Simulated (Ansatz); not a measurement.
# TiAl3, response to strain

Take TiAl3 (space group I4/mmm, No. 139; a = 3.826 Å, c = 8.554 Å; relaxed with 0.1 eV smearing) as the base. Axes: x, y, z lie along a, b, c of the conventional cell.

Strains are applied to the cell and any free atomic positions relax; under biaxial strain the out-of-plane vector relaxes too; under stress the whole cell relaxes.

The values are results of DFT with r2SCAN, PAW potentials and a 500 eV plane-wave cutoff in Ansatz (a program for electronic structure), scalar-relativistic without spin-orbit coupling, not measurements.

Notes on the quantities. energy relative to the base: free energy F; pressure: mean of the normal stresses, compression positive.

```tsv
change	energy relative to the base	pressure	volume per atom	space group
base	0 meV/atom	0.0 GPa	15.65 Å³	I4/mmm (No. 139)
biaxial strain −2.69 %, plane normal [001], relaxed out of plane	+21 meV/atom	5.8 GPa	14.98 Å³	I4/mmm (No. 139)
biaxial strain +0.44 %, plane normal [001], relaxed out of plane	+0.5 meV/atom	-0.8 GPa	15.76 Å³	I4/mmm (No. 139)
biaxial strain +1.59 %, plane normal [001], relaxed out of plane	+6.6 meV/atom	-2.7 GPa	16.05 Å³	I4/mmm (No. 139)
isotropic strain +4.74 %	+99 meV/atom	-12.0 GPa	17.99 Å³	I4/mmm (No. 139)
isotropic strain +5.74 %	[?]	[?]	18.51 Å³	I4/mmm (No. 139)
tensor shear ε_yz = +0.18 %	+0.1 meV/atom	0.0 GPa	15.65 Å³	C2/m (No. 12)
tensor shear ε_yz = −3.02 %	+19 meV/atom	0.5 GPa	15.64 Å³	C2/m (No. 12)
tensor shear ε_yz = +1.68 %	+5.8 meV/atom	0.2 GPa	15.65 Å³	C2/m (No. 12)
uniaxial stress, 8 GPa compression along z	+14 meV/atom	–	15.32 Å³	I4/mmm (No. 139)
```

### Question
What belongs in the blanks?

### Answer

- isotropic strain +5.74 %, energy relative to the base: +141 meV/atom
- isotropic strain +5.74 %, pressure: -13.7 GPa

Stability under load was not tested beyond the relaxation. All final runs are without spin polarisation.
